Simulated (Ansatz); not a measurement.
Defect: interstitial Na in corundum, charge state +1. These are HSE06, atoms relaxed with HSE06 at the PBE lattice, PAW (plane waves to 420 eV; Ansatz, a first-principles code) values and carry that method's errors.

Cell of 270 host sites held at the relaxed PBE lattice; the Γ point alone; Fermi-Dirac width 0.01 eV, spin-restricted; finite-size errors left in. No zero-point or tunnelling terms. The charge state is imposed; whether it is stable for some Fermi level was not computed. Sites that were not tried may lie lower.

Relaxed starting cell (atoms counted from 1):

```
CELL_PARAMETERS angstrom
     14.42625     0.00000     0.00000
     -7.21313    12.49350     0.00000
      0.00000     0.00000    13.12510
ATOMIC_POSITIONS crystal
  Al 0.99987 0.00023 0.36267
  Al 0.99981 0.33400 0.35234
  Al 0.99980 0.66635 0.35215
  Al 0.33370 0.00029 0.35233
  Al 0.33375 0.33403 0.35215
  Al 0.33320 0.66689 0.35207
  Al 0.66606 0.00030 0.35215
  Al 0.66654 0.33356 0.35231
  Al 0.66610 0.66640 0.35234
  Al 0.22347 0.11122 0.18612
  Al 0.22223 0.44514 0.18562
  Al 0.22242 0.77786 0.18561
  Al 0.55577 0.11148 0.18554
  Al 0.55522 0.44432 0.18554
  Al 0.55495 0.77768 0.18561
  Al 0.88888 0.11284 0.18612
  Al 0.88861 0.44488 0.18554
  Al 0.88726 0.77663 0.18612
  Al 0.11183 0.22402 0.31619
  Al 0.11113 0.55597 0.31496
  Al 0.11170 0.88827 0.31619
  Al 0.44463 0.22257 0.31497
  Al 0.44413 0.55575 0.31496
  Al 0.44435 0.88897 0.31496
  Al 0.77753 0.22265 0.31497
  Al 0.77745 0.55547 0.31497
  Al 0.77608 0.88840 0.31619
  Al 0.22380 0.11268 0.48125
  Al 0.22260 0.44547 0.48160
  Al 0.22238 0.77750 0.48160
  Al 0.55547 0.11130 0.48158
  Al 0.55534 0.44463 0.48158
  Al 0.55463 0.77772 0.48160
  Al 0.88742 0.11171 0.48125
  Al 0.88880 0.44476 0.48158
  Al 0.88839 0.77630 0.48125
  O  0.23158 0.00003 0.25119
  O  0.23115 0.33342 0.24970
  O  0.23132 0.66691 0.25010
  O  0.56474 0.00020 0.25014
  O  0.56460 0.33349 0.25021
  O  0.56433 0.66664 0.25026
  O  0.89786 0.00175 0.25526
  O  0.89791 0.33366 0.25000
  O  0.89783 0.66678 0.24988
  O  0.10340 0.10224 0.25526
  O  0.10182 0.43577 0.25026
  O  0.10178 0.76894 0.24970
  O  0.43526 0.10218 0.25000
  O  0.43498 0.43536 0.25014
  O  0.43510 0.76877 0.25010
  O  0.76846 0.10227 0.24988
  O  0.76840 0.43550 0.25021
  O  0.76796 0.76852 0.25120
  O  0.21348 0.22341 0.41695
  O  0.21295 0.55591 0.41679
  O  0.21315 0.88888 0.41704
  O  0.54634 0.22244 0.41686
  O  0.54616 0.55568 0.41689
  O  0.54611 0.88902 0.41672
  O  0.87934 0.22266 0.41661
  O  0.87945 0.55564 0.41674
  O  0.87874 0.88836 0.41904
  O  0.11122 0.32486 0.41704
  O  0.11107 0.65767 0.41672
  O  0.11174 0.99097 0.41904
  O  0.44445 0.32439 0.41674
  O  0.44418 0.65762 0.41679
  O  0.44442 0.99107 0.41689
  O  0.77766 0.32449 0.41686
  O  0.77744 0.65726 0.41661
  O  0.77668 0.99066 0.41695
  O  0.00913 0.12136 0.41904
  O  0.00903 0.45394 0.41689
  O  0.00944 0.78661 0.41695
  O  0.34283 0.12076 0.41661
  O  0.34242 0.45399 0.41672
  O  0.34247 0.78715 0.41679
  O  0.67570 0.12065 0.41674
  O  0.67561 0.45376 0.41686
  O  0.67524 0.78695 0.41704
  O  0.00007 0.23213 0.25119
  O  0.99989 0.56512 0.25014
  O  0.99835 0.89670 0.25526
  O  0.33332 0.23164 0.24988
  O  0.33319 0.56500 0.25010
  O  0.33346 0.89828 0.25026
  O  0.66661 0.23170 0.25021
  O  0.66643 0.56484 0.25000
  O  0.66667 0.89832 0.24970
  Al 0.22366 0.11206 0.68413
  Al 0.22229 0.44499 0.68535
  Al 0.22221 0.77781 0.68535
  Al 0.55539 0.11149 0.68536
  Al 0.55561 0.44471 0.68536
  Al 0.55511 0.77789 0.68535
  Al 0.88804 0.11219 0.68413
  Al 0.88861 0.44448 0.68536
  Al 0.88791 0.77644 0.68413
  Al 0.11135 0.22416 0.51907
  Al 0.11094 0.55570 0.51874
  Al 0.11232 0.88875 0.51907
  Al 0.44511 0.22274 0.51872
  Al 0.44440 0.55583 0.51874
  Al 0.44427 0.88916 0.51874
  Al 0.77736 0.22296 0.51872
  Al 0.77714 0.55499 0.51872
  Al 0.77594 0.88778 0.51907
  Al 0.99987 0.00023 0.63765
  Al 0.99994 0.33411 0.64816
  Al 0.99993 0.66646 0.64798
  Al 0.33368 0.00016 0.64816
  Al 0.33364 0.33406 0.64798
  Al 0.33320 0.66689 0.64801
  Al 0.66604 0.00017 0.64798
  Al 0.66654 0.33356 0.64825
  Al 0.66599 0.66642 0.64816
  Al 0.11248 0.22383 0.81420
  Al 0.11112 0.55558 0.81477
  Al 0.11086 0.88762 0.81420
  Al 0.44479 0.22278 0.81470
  Al 0.44452 0.55613 0.81477
  Al 0.44397 0.88897 0.81477
  Al 0.77732 0.22259 0.81470
  Al 0.77750 0.55531 0.81470
  Al 0.77627 0.88924 0.81420
  O  0.12100 0.11210 0.58127
  O  0.12029 0.44481 0.58357
  O  0.12040 0.77779 0.58371
  O  0.45363 0.11143 0.58360
  O  0.45358 0.44478 0.58343
  O  0.45340 0.77802 0.58346
  O  0.78659 0.11158 0.58328
  O  0.78679 0.44454 0.58352
  O  0.78625 0.77704 0.58336
  O  0.32450 0.21351 0.58328
  O  0.32413 0.54670 0.58346
  O  0.32404 0.87981 0.58357
  O  0.65727 0.21331 0.58352
  O  0.65732 0.54647 0.58360
  O  0.65691 0.87970 0.58371
  O  0.99030 0.21384 0.58336
  O  0.99071 0.54652 0.58343
  O  0.99061 0.87910 0.58128
  O  0.10188 0.99871 0.74506
  O  0.10191 0.33368 0.75044
  O  0.10182 0.66679 0.75032
  O  0.43500 0.00025 0.75018
  O  0.43541 0.33382 0.75006
  O  0.43514 0.66697 0.75011
  O  0.76816 0.00042 0.74912
  O  0.76842 0.33354 0.75022
  O  0.76859 0.66703 0.75062
  O  0.00139 0.10376 0.74506
  O  0.99985 0.43534 0.75018
  O  0.99967 0.76832 0.74912
  O  0.33306 0.10214 0.75062
  O  0.33331 0.43562 0.75032
  O  0.33313 0.76876 0.75011
  O  0.66628 0.10218 0.75006
  O  0.66655 0.43546 0.75022
  O  0.66642 0.76882 0.75044
  O  0.23177 0.23194 0.74912
  O  0.23134 0.56496 0.75011
  O  0.23128 0.89819 0.75044
  O  0.56464 0.23168 0.75022
  O  0.56476 0.56509 0.75018
  O  0.56448 0.89827 0.75032
  O  0.89796 0.23151 0.75062
  O  0.89792 0.56469 0.75006
  O  0.89634 0.89822 0.74506
  O  0.22305 0.00980 0.58336
  O  0.22230 0.34319 0.58371
  O  0.22208 0.67597 0.58346
  O  0.55532 0.00939 0.58343
  O  0.55555 0.34283 0.58352
  O  0.55529 0.67606 0.58357
  O  0.88800 0.00949 0.58127
  O  0.88866 0.34278 0.58360
  O  0.88852 0.67560 0.58328
  Al 0.11250 0.22674 0.01992
  Al 0.11082 0.55575 0.01877
  Al 0.11375 0.88759 0.01992
  Al 0.44588 0.22324 0.01891
  Al 0.44435 0.55566 0.01877
  Al 0.44444 0.88928 0.01877
  Al 0.77685 0.22323 0.01891
  Al 0.77687 0.55422 0.01891
  Al 0.77335 0.88635 0.01991
  Al 0.99987 0.00023 0.82978
  Al 0.99985 0.33372 0.85204
  Al 0.99996 0.66600 0.85154
  Al 0.33338 0.00025 0.85204
  Al 0.33409 0.33454 0.85154
  Al 0.33320 0.66689 0.85165
  Al 0.66555 0.00013 0.85154
  Al 0.66654 0.33356 0.85210
  Al 0.66638 0.66672 0.85204
  Al 0.22638 0.11411 0.98040
  Al 0.22287 0.44624 0.98141
  Al 0.22288 0.77723 0.98141
  Al 0.55530 0.11118 0.98155
  Al 0.55539 0.44480 0.98155
  Al 0.55386 0.77721 0.98141
  Al 0.88599 0.11286 0.98040
  Al 0.88892 0.44471 0.98155
  Al 0.88723 0.77371 0.98040
  Al 0.99987 0.00023 0.17054
  Al 0.99978 0.33445 0.14878
  Al 0.99989 0.66673 0.14828
  Al 0.33419 0.00032 0.14878
  Al 0.33336 0.33374 0.14828
  Al 0.33320 0.66689 0.14822
  Al 0.66636 0.00021 0.14828
  Al 0.66654 0.33356 0.14866
  Al 0.66564 0.66591 0.14878
  O  0.00924 0.22173 0.91765
  O  0.00914 0.55558 0.91680
  O  0.00669 0.88699 0.91103
  O  0.34363 0.22366 0.91636
  O  0.34270 0.55611 0.91665
  O  0.34224 0.88912 0.91684
  O  0.67552 0.22256 0.91698
  O  0.67593 0.55594 0.91702
  O  0.67550 0.88896 0.91710
  O  0.21297 0.32459 0.91710
  O  0.21293 0.65740 0.91665
  O  0.21200 0.99086 0.91765
  O  0.54655 0.32457 0.91698
  O  0.54639 0.65786 0.91684
  O  0.54595 0.99096 0.91680
  O  0.87952 0.32417 0.91702
  O  0.87954 0.65647 0.91636
  O  0.87982 0.99341 0.91103
  O  0.32423 0.11149 0.08321
  O  0.32381 0.44452 0.08330
  O  0.32421 0.77790 0.08333
  O  0.65750 0.11134 0.08348
  O  0.65704 0.44434 0.08366
  O  0.65611 0.77679 0.08396
  O  0.99305 0.11346 0.08929
  O  0.99060 0.44488 0.08351
  O  0.99050 0.77873 0.08266
  O  0.22137 0.21235 0.08266
  O  0.22220 0.54690 0.08333
  O  0.22330 0.87990 0.08396
  O  0.55575 0.21329 0.08366
  O  0.55522 0.54631 0.08351
  O  0.55558 0.87988 0.08330
  O  0.88861 0.21333 0.08321
  O  0.88876 0.54674 0.08348
  O  0.88664 0.88018 0.08929
  O  0.11992 0.00705 0.08928
  O  0.12020 0.34399 0.08396
  O  0.12022 0.67629 0.08330
  O  0.45379 0.00950 0.08351
  O  0.45335 0.34260 0.08348
  O  0.45319 0.67588 0.08333
  O  0.78774 0.00960 0.08266
  O  0.78681 0.34306 0.08366
  O  0.78677 0.67586 0.08321
  O  0.11310 0.12028 0.91103
  O  0.11098 0.45371 0.91684
  O  0.11113 0.78713 0.91710
  O  0.44416 0.12058 0.91702
  O  0.44452 0.45414 0.91680
  O  0.44398 0.78717 0.91665
  O  0.77644 0.12056 0.91636
  O  0.77754 0.45355 0.91698
  O  0.77837 0.78810 0.91765
  Na 0.99987 0.00023 0.00016
```
Cell charge +1.

End state 1 differs by these moves (Å; atoms that move under 0.08 Å are left out):

| atom | element | Δx | Δy | Δz |
|---|---|---|---|---|
| 1 | Al | -0.02 | 0.00 | -0.13 |
| 10 | Al | -0.02 | 0.00 | 0.13 |
| 28 | Al | -0.02 | -0.02 | -0.13 |
| 91 | Al | -0.02 | -0.01 | -0.28 |
| 109 | Al | -0.01 | -0.02 | 0.13 |
| 154 | O | 0.00 | -0.02 | 0.08 |
| 157 | O | 0.01 | 0.03 | -0.08 |
| 190 | Al | -0.05 | -0.02 | 0.31 |
| 199 | Al | -0.04 | -0.03 | 0.31 |
| 208 | Al | -0.02 | -0.01 | -0.28 |
| 220 | O | -0.03 | 0.01 | 0.08 |
| 234 | O | 0.00 | -0.03 | 0.08 |
| 244 | O | -0.02 | 0.01 | 0.08 |
| 252 | O | 0.03 | 0.00 | -0.08 |
| 262 | O | -0.05 | -0.03 | 0.15 |
| 271 | Na | 2.40 | 1.39 | -2.19 |

Task: Predict the forward and backward barriers to end state 1 from HSE06, atoms relaxed with HSE06 at the PBE lattice, PAW.

Result: forward 4.20 eV, backward 4.20 eV; at the saddle point atom 271 has neighbours Al at 2.14, Al at 2.21; O at 1.84, 2 O at 1.92, O at 2.14, O at 2.22 Å. The saddle point's order was not checked.
